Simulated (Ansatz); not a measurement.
The starting structures come from a database of crystals and need not be the phases stable at ambient conditions.

Inside the gap of an insulator the Bloch states are evanescent, with a wavenumber k + iκ along the transport direction.

Data:

```xyz
14
Lattice="6.4298 0.0000 0.0000 2.9199 6.0291 0.0000 0.0000 0.0000 6.7518" Properties=species:S:1:pos:R:3 pbc="T T T"
Cd     3.3206     1.3828     0.8578
Cd     6.0291     4.6463     5.8940
Cd     4.5692     1.6318     4.2337
Cd     4.7805     4.3973     2.5181
Cd     1.4599     3.0145     3.3759
Cd     0.0000     0.0000     0.0000
Cl     7.9225     5.6264     2.4592
Cl     1.4272     0.4027     4.2926
Cl     2.8871     3.4172     5.8351
Cl     6.4626     2.6119     0.9167
O      3.4130     2.6325     2.6087
O      5.9367     3.3966     4.1431
O      4.4767     0.3821     5.9846
O      4.8729     5.6470     0.7672
```

Space group of this cell: P2_1/c. The cell is taken as given; by r2SCAN its mean pressure is -0.8 GPa.

Transport runs along the normal of the first two printed cell vectors.

The gap is the functional's own. No spin-orbit coupling. Mid-gap values are interpolated on the energy grid.

State the band gap and the smallest decay constant κ at mid-gap according to r2SCAN (Ansatz, a quantum-chemistry and plane-wave program).

Gap 1.75 eV on a 6×6×6 mesh; κ = 0.196 1/Å, at the zone centre.
